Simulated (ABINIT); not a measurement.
**Convergence study of the plane-wave cutoff for TiZn (P4mm, 2 atoms in the cell)**

```xyz
2
Lattice="3.1331 0.0000 0.0000 0.0000 3.1331 0.0000 0.0000 0.0000 3.1331" Properties=species:S:1:pos:R:3 pbc="T T T"
Ti     1.5666     1.5666     1.6166
Zn     0.0000     0.0000     0.0000
```

Method of the run: PBEsol, PAW (JTH v2.0 PBE PAW, files made for PBE) (plane waves; ABINIT).

Base settings: pseudos = [Ti.GGA_PBE-JTH.xml, Zn.GGA_PBE-JTH.xml]; ecut = 816 eV; pawecutdg = 1633 eV; pawxcdev = 0; ixc = -116133; occopt = 7; tsmear = 0.00367493 Ha; ngkpt = 4 4 4; nshiftk = 1; shiftk = 0 0 0.

Moved along: pawecutdg.

The second cell is the first with its lattice scaled by 0.98.

The mesh stays at the base's, so the ladder's end is converged at best in this setting alone.

Only quantities that move along the ladder and can be compared are tabulated.

The count of work is k-points × plane waves × bands × iterations; it is no time. 

The starting cell comes from a database of computed structures (which also holds hypothetical and non-ambient phases and stackings), without a prior relaxation at this level. Its lattice was rescaled by up to half a per cent. One atom was moved a little off its site on purpose. Spin polarisation is off. The potentials were made for another functional than the one used. In the base run, with a pressure of about -3 GPa the cell is away from its equilibrium volume at this level. Without a gap this mesh is coarse (it stands for a supercell whose shortest vector is 13 Å).

| ecut | free energy less the last step's (meV/atom) | energy of the compressed cell less the first (meV/atom) | pressure (GPa) | largest difference of a force vector from the last step's (eV/Å) | count of work / last |
|---|---|---|---|---|---|
| 272 eV | 1062.72 | 8.68 | -84.65 | 0.019 | 0.033 |
| 327 eV | 103.52 | 8.26 | -12.13 | 0.005 | 0.051 |
| 381 eV | 32.29 | 3.42 | -3.41 | 0.000 | 0.079 |
| 408 eV | 30.66 | 3.70 | -3.16 | 0.000 | 0.10 |
| 435 eV | 29.04 | 3.53 | -3.21 | 0.000 | 0.087 |
| 490 eV | 20.58 | 3.90 | -3.51 | 0.000 | 0.12 |
| 571 eV | 9.11 | 3.97 | -3.29 | 0.000 | 0.16 |
| 653 eV | 6.30 | 3.86 | -3.09 | 0.000 | 0.16 |
| 735 eV | 5.34 | 3.85 | -3.14 | 0.000 | 0.23 |
| 816 eV | 3.38 | 4.10 | -3.11 | 0.000 | 0.27 |
| 898 eV | 1.80 | 4.09 | -3.05 | 0.000 | 0.23 |
| 980 eV | 1.24 | 4.07 | -2.98 | 0.000 | 0.32 |
| 1088 eV | 1.09 | 4.07 | -2.97 | 0.000 | 0.38 |
| 1225 eV | 0.60 | 4.03 | -3.02 | 0.000 | 0.49 |
| 1415 eV | 0.27 | 4.04 | -2.99 | 0.000 | 0.61 |
| 1633 eV | 0.15 | 4.00 | -3.00 | 0.000 | 0.66 |
| 1959 eV | 0.00 | 4.04 | -2.98 | 0.000 | 1.0 |

Coarsest ecut that holds the forces within 0.01 eV/Å of the last step, with all finer ones: 327 eV, at 0.051 of the last step's count of work; the step before is off by 0.019 eV/Å.

Coarsest ecut that holds the free energy within 2 meV/atom of the last step, with all finer ones: 898 eV, at 0.23 of the last step's count of work; the step before is off by 3.4 meV/atom.

Coarsest ecut that holds the energy of the compressed cell less the first within 1 meV/atom of the last step, with all finer ones: 381 eV, at 0.079 of the last step's count of work; the step before is off by 4.2 meV/atom.

The energy difference between the two cells stays within 1 meV/atom of the last step's from 381 eV on, the total only from 1225 eV on: much of the error is common to both cells and cancels.

Two neighbours can agree and both be off: 272 eV and 327 eV differ by 0.43 meV/atom in the energy of the compressed cell less the first, yet lie about 4.2 meV/atom from the last step.

At the lowest cutoff the pressure lies 81.7 GPa under the last step's, the usual sign of Pulay stress in an incomplete plane-wave basis.
